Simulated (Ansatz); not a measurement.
**HfN: biaxial strain −3.00 %, plane normal [001], relaxed out of plane**

Take HfN in the rock salt structure (space group Fm-3m, No. 225; a = 4.526 Å; relaxed with 0.1 eV smearing) as the base. Axes: x, y, z lie along the cube axes.

The change: compressive biaxial strain of 3.00 % in the plane normal to [001], as in epitaxy on a mismatched substrate; the out-of-plane cell vector and the atoms relax.

Calculations: r2SCAN, PAW, 500 eV (Ansatz, a quantum-chemistry and plane-wave program; scalar-relativistic without spin-orbit coupling). Settings: 22×22×22 k-points, 0.1 eV Fermi–Dirac smearing.

```csv
quantity,base,changed,shift
volume per atom,11.59 Å³,11.03 Å³,-0.553 Å³
space group,Fm-3m (No. 225),I4/mmm (No. 139),–
shortest interatomic distance,2.263 Å,2.195 Å,-0.068 Å
energy relative to the base (free energy F),0 meV/atom,+50 meV/atom,+50 meV/atom
"pressure (mean of the normal stresses, compression positive)",0.0 GPa,16.5 GPa,+16.5 GPa
band gap,zero,zero,–
out-of-plane strain,–,+1.21 %,–
ratio −ε⊥/ε∥,–,0.40,–
mean in-plane stress (compression positive),–,+24.8 GPa,–
```

No phonon test of stability was made. The final runs are not spin-polarised. An odd electron count without spin: HfN.
